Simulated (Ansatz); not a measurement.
# What isotropic strain +0.99 % does to VN

Start from VN in the rock salt structure (space group Fm-3m, No. 225; a = 4.075 Å; relaxed with 0.1 eV smearing).

Now apply this change: the cell is scaled by 1.0099 in all directions, atoms relaxed at fixed cell.

Calculations: Ansatz (an electronic-structure program), PBEsol, PAW, cutoff 420 eV, scalar-relativistic without spin-orbit coupling, earlier PAW set. Γ-centred 24×24×24 mesh, Fermi–Dirac width 0.1 eV.

- Volume per atom: 8.71 Å³ (base 8.46 Å³)
- Space group: Fm-3m (No. 225) (base Fm-3m (No. 225))
- Shortest interatomic distance: 3.888 bohr (base 3.850 bohr)
- Energy relative to the base (free energy F): +7.7 meV/atom
- Band gap: zero (base zero)

Final structure:

```
CELL_PARAMETERS angstrom
      0.00000     2.05756     2.05756
      2.05756     0.00000     2.05756
      2.05756     2.05756     0.00000
ATOMIC_POSITIONS crystal
  N  0.00000 0.00000 0.00000
  V  0.50000 0.50000 0.50000
```

Whether these cells are dynamically stable was not tested. Seeded moments were not kept for the base. All final runs are without spin polarisation.
